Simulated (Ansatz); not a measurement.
Given:

Host crystal: wurtzite GaN, with a band gap (PBE, scalar-relativistic without spin-orbit coupling).

End structure of OH on the (0001) surface of wurtzite GaN (2x2 N adatom at H3; a constructed slab, bottom: 3 H on 4 bottom sites), one in a cell of 36 Å², started at the site 'over Ga at depth 1.1 Å':

```
CELL_PARAMETERS angstrom
      6.43695     0.00000     0.00000
     -3.21848     5.57456     0.00000
      0.00000     0.00000    32.50000
ATOMIC_POSITIONS crystal
  N  0.33363 0.16637 0.33318
  N  0.83274 0.16638 0.33321
  N  0.33362 0.66726 0.33321
  N  0.83335 0.66665 0.33094
  Ga 0.16669 0.33331 0.35247
  Ga 0.67403 0.34816 0.35132
  Ga 0.15184 0.82597 0.35132
  Ga 0.67410 0.82590 0.35124
  N  0.16667 0.33333 0.41225
  N  0.66667 0.33333 0.41225
  N  0.16667 0.83333 0.41225
  N  0.66667 0.83333 0.41225
  Ga 0.33333 0.16667 0.43213
  Ga 0.83333 0.16667 0.43213
  Ga 0.33333 0.66667 0.43213
  Ga 0.83333 0.66667 0.43213
  N  0.33312 0.16688 0.49233
  N  0.83456 0.16848 0.49280
  N  0.33152 0.66544 0.49280
  N  0.83413 0.66587 0.49286
  Ga 0.16781 0.33212 0.51334
  Ga 0.66427 0.33201 0.51307
  Ga 0.16797 0.83577 0.51306
  Ga 0.66663 0.83343 0.51204
  N  0.16877 0.33103 0.57414
  N  0.66195 0.33051 0.57385
  N  0.16942 0.83813 0.57383
  N  0.66652 0.83346 0.57186
  Ga 0.33346 0.16657 0.59727
  Ga 0.83204 0.16455 0.59265
  Ga 0.33527 0.66787 0.59258
  Ga 0.83260 0.66741 0.59208
  N  0.33341 0.16684 0.66471
  N  0.82905 0.15950 0.65205
  N  0.34019 0.67087 0.65193
  N  0.83000 0.67015 0.65112
  Ga 0.15381 0.34639 0.67653
  Ga 0.69420 0.34962 0.67625
  Ga 0.15065 0.80608 0.67617
  Ga 0.66719 0.83200 0.67278
  H  0.33200 0.16800 0.30162
  H  0.83602 0.16807 0.30164
  H  0.33193 0.66398 0.30164
  N  0.00107 0.49956 0.71121
  O  0.69465 0.79869 0.72855
  H  0.62209 0.86333 0.74683
```

Set-up: 46 atoms, 13.4 Å thick at the start with caps and adatoms under the adsorbate (thin: gaps and levels are the slab's own); mesh 4x4x1; 0.01 eV smearing; dipole correction on; single point; no symmetry held, on the structure that PBE left; spin-polarised, ending with about 1.0 μB a cell; orders that need a larger cell were not tried, no spin-orbit, no U, no dispersion correction. The program's check for a lower electronic state was not made. At the end it is bonded to Ga. In PBE it is, or lies within 0.03 eV of, the lowest of the starts that converged; the order may differ at this level.

A negative adsorption energy means that the adsorbate is more stable on the surface than in its reference.

### Question
Estimate the gap of the slab on its k-mesh that Ansatz (a first-principles code) with r2SCAN, at the PBE geometry and the start's symmetry returns for this input.

### Answer
1.71 eV

### Question
Predict the adsorption energy against H2O(g) − ½ H2(g) at the same level from r2SCAN, at the PBE geometry and the start's symmetry.

### Answer
-0.78 eV

### Question
Estimate the change of the step from the bottom to the top vacuum level, against the clean slab that r2SCAN, at the PBE geometry and the start's symmetry returns for this input.

### Answer
-0.71 eV

### Question
What highest filled level below the top vacuum level does r2SCAN, at the PBE geometry and the start's symmetry give?

### Answer
6.41 eV
